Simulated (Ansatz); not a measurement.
# Worked example: self-consistent single point of LaAl₃Cu (I4mm, 5 atoms in the cell) in Ansatz

Method: PBEsol, default PAW files made with PBE (plane waves; Ansatz, a program for electronic structure).

Input:

Ansatz 0.2 input:
```yaml
# LaAl3Cu
crystal:
  lattice:
    - [-2.129225, 2.129225, 5.307519]
    - [2.129225, -2.129225, 5.307519]
    - [2.129225, 2.129225, -5.307519]
  atoms:
    - { symbol: La, position: [1.001900, 1.001900, 0.000000] }
    - { symbol: Al, position: [0.402890, 0.402890, 0.000000] }
    - { symbol: Al, position: [0.246550, 0.746550, 0.500000] }
    - { symbol: Al, position: [0.746550, 0.246550, 0.500000] }
    - { symbol: Cu, position: [0.630820, 0.630820, 0.000000] }
basis:
  ecutwfc: 30.9 Ry
kpoints:
  mp_grid: { grid: [8, 8, 8] }
hamiltonian:
  xc: pbesol
  pseudopotentials: { kind: paw }
scf:
  occupations: { method: gaussian, width: 0.0073 Ry }
output:
  forces: true
  eigenvalues: true
  stress: true
```

Output (repeated stretches shortened):

```
WARN ansatz: RAYON_NUM_THREADS=1 ignored (pool sized by the plan → 1); use --threads N
basis.fft_grid_basis auto: the FFT boxes are laid along the combinations [[1, 0, 1], [0, 1, 1], [0, 0, 1]] of the cell's own vectors, 4.258, 4.258 and 6.102 Å …
Pseudopotentials: kind: paw
Pseudopotential: La, paw, valence charge 11
Pseudopotential: Al, paw, valence charge 3
Pseudopotential: Cu, paw, valence charge 19
Crystal: 5 atoms, lattice volume = 96.249 Å³
Basis set: ecut = 420.4159175005146 eV, 1897 PW (Γ), FFT grids on a1+a3, a2+a3, a3, exchange–correlation on 60×60×90 points (8 copies of the dense FFT grid, shifted against one another)
Bands: 25, of which v1, the nominal top of the filled ones, is band 20 counted from 1 (19 counted from 0)
Symmetry: 8 space group operations
Space group: I4mm (ITA 107), of the structure as read, at distance tolerance 4.6e-5 Å
k-points: 59 of 512 (time reversal used)
PAW frozen core: La, regenerated for the run's functional, and the local potential with it
PAW frozen core: Al, regenerated for the run's functional, and the local potential with it
PAW frozen core: Cu, regenerated for the run's functional, and the local potential with it
Initial density: superposition of atomic densities (neutral atoms: chi_scale 0, normalization atom), corrected by the library's trained network
Initial wavefunctions: pseudopotential atomic-orbital guess
Eigensolver: davidson
Functional: x = pbesol(κ = 0.804, μ = 0.12345679012345678), c = pbesol(β = 0.046)
SCF iter   1: F=—  HF=-14326.054503 eV  |F-HF|=—  |Δ(HF+E_count)|=         —  Δρ=5.66e-3  dr2=3.72e-2  ethr=1.77e-3  ⟨swp⟩=5.9  Hψ=6714  notcnv=0
all-band conjugate gradients solve this SCF's bands
preconditioner: auto → Kerker (q_TF=auto, 2.347 Å⁻¹)
SCF iter   2: F=—  HF=-14326.053177 eV  |F-HF|=—  |Δ(HF+E_count)|=   1.33e-3  Δρ=6.38e-3  dr2=3.70e-2  ethr=9.53e-5  ⟨swp⟩=2.3  Hψ=2931  notcnv=0  defer=23
SCF iter   3: F=—  HF=-14326.047832 eV  |F-HF|=—  |Δ(HF+E_count)|=   5.34e-3  Δρ=2.32e-3  dr2=7.99e-3  ethr=9.49e-5  ⟨swp⟩=2.0  Hψ=2022  notcnv=0  defer=23
SCF iter   4: F=—  HF=-14326.045865 eV  |F-HF|=—  |Δ(HF+E_count)|=   1.97e-3  Δρ=4.00e-4  dr2=4.07e-4  ethr=2.05e-5  ⟨swp⟩=2.1  Hψ=2036  notcnv=0  defer=23
SCF iter   5: F=—  HF=-14326.045768 eV  |F-HF|=—  |Δ(HF+E_count)|=   9.72e-5  Δρ=1.76e-4  dr2=3.05e-5  ethr=1.04e-6  ⟨swp⟩=2.0  Hψ=2280  notcnv=0  defer=23
SCF iter   6: F=—  HF=-14326.045755 eV  |F-HF|=—  |Δ(HF+E_count)|=   1.24e-5  Δρ=1.75e-5  dr2=4.87e-7  ethr=7.83e-8  ⟨swp⟩=2.0  Hψ=2281  notcnv=0  defer=4
SCF iter   7: F=—  HF=-14326.045755 eV  |F-HF|=—  |Δ(HF+E_count)|=   2.58e-8  Δρ=2.40e-5  dr2=3.60e-7  ethr=2.56e-10  ⟨swp⟩=9.7  Hψ=7614  notcnv=0
SCF iter   8: F=-14326.045755 eV  HF=-14326.045755 eV  |F-HF|=5.16e-8  |Δ(HF+E_count)|=   3.92e-8  Δρ=8.08e-6  dr2=3.39e-8  ethr=2.56e-10  ⟨swp⟩=3.0  Hψ=5535  notcnv=0
SCF 1 converged in 8 iterations: F = -14326.045755 eV  dr2 = 3.39e-8
SCF converged after 8 iterations
Free energy (F): -14326.045755 eV
Harris-Foulkes:  -14326.045755 eV  (|F-HF|=5.16e-8)
Internal energy: -14326.039802 eV  (E = F + TS)
E sigma→0 (E₀):  -14326.042779 eV
Entropy (-TS):   -0.005953 eV (-1.191 meV/atom)
Fermi energy:    9.896157 eV
--- Per-component energies (eV) ---
  E_band       = -500.421823
  E_kinetic    = 561.349581
  E_local      = -6641.355273  (includes V_loc(G=0)·N_el)
  E_nonlocal   = 514.411759
  E_hartree    = 2967.181222
  E_xc         = -346.621146
  E_vxc        = -351.445780  (∫ρ·V_xc dr)
  E_paw        = -8315.095041  (= ΣΔE_a)
  E_vpaw       = -517.728599  (= ΣTr[D̂ρ^β])
  E_aug_tail   = 0.000243  (compensation charges beyond the density's cutoff)
  E_ewald      = -3066.344276
  E_core_change = 0.433129  (= ΣΔE_core)
  E_smearing   = -0.005953  (= −TS)
  E_closure    = 0.000000  (closes the sum)
  Σ components = -14326.045755   (vs F -14326.045755, Δ=0.00e0)
--- Forces (eV/Å), atoms counted from 1 ---
  atom   1  La    -0.00000000     0.00000000    -0.19353493
  atom   2  Al    -0.00000000    -0.00000000     0.14630202
  atom   3  Al    -0.00000000    -0.00000000     0.04851240
  atom   4  Al     0.00000000     0.00000000     0.04851240
  atom   5  Cu     0.00000000    -0.00000000    -0.04979376
  max |Σ_I F_I| component: 1.88e-6 eV/Å
--- Stress (GPa, compression-positive) ---
       -0.314953      -0.000000       0.000000
       -0.000000      -0.314953      -0.000000
        0.000000      -0.000000      -0.171939
  P = ⅓ Tr σ = -0.2673 GPa (-2.673 kbar)
  The stress holds the Pulay correction. Without it, at fixed plane waves, as pw.x and ABINIT print it: P = -0.3053 GPa
--- Band table (eV; the first three rows and the last of 59) ---
  k-point 0: bands = ["-103.0042", "-60.5328", "-60.4991", "-60.4991", "-22.2796", "-6.1540", "-5.9054", "-5.9054", "0.9306", "5.6429", "5.8978", "6.1901", "6.1901", "6.5297", "6.5832", "7.1010", "8.4407", "8.4407", "9.0068", "10.5143", "11.2926", [...]
  k-point 1: bands = ["-103.0042", "-60.5328", "-60.4991", "-60.4991", "-22.2748", "-6.1418", "-5.9598", "-5.9453", "1.2249", "5.6504", "5.7355", "6.0030", "6.1948", "6.5136", "6.8284", "6.9260", "7.6488", "8.7986", "9.3337", "10.0321", "11.1320", [...]
  k-point 2: bands = ["-103.0042", "-60.5328", "-60.4991", "-60.4991", "-22.2634", "-6.1146", "-6.0693", "-6.0398", "2.0233", "5.2021", "5.4833", "5.9534", "6.3138", "6.4285", "6.6823", "7.0897", "7.1155", "8.6705", "8.9568", "9.1515", "11.7276", [...]
  k-point 58: bands = ["-103.0042", "-60.5328", "-60.4991", "-60.4991", "-22.2790", "-6.2199", "-5.9088", "-5.9088", "1.8454", "3.7018", "5.7947", "6.1592", "6.2649", "6.2649", "6.5368", "8.7406", "8.7406", "8.7820", "10.0648", "10.9066", "11.0448", [...]
```

The run converged in 8 iterations.

The starting cell comes from a database of computed structures (which also holds hypothetical and non-ambient phases and stackings), without a prior relaxation at this level. Its lattice was rescaled by up to half a per cent. One atom was moved a little off its site on purpose. Spin polarisation is off. Ansatz's pressure includes its estimate of the finite-basis (Pulay) stress.
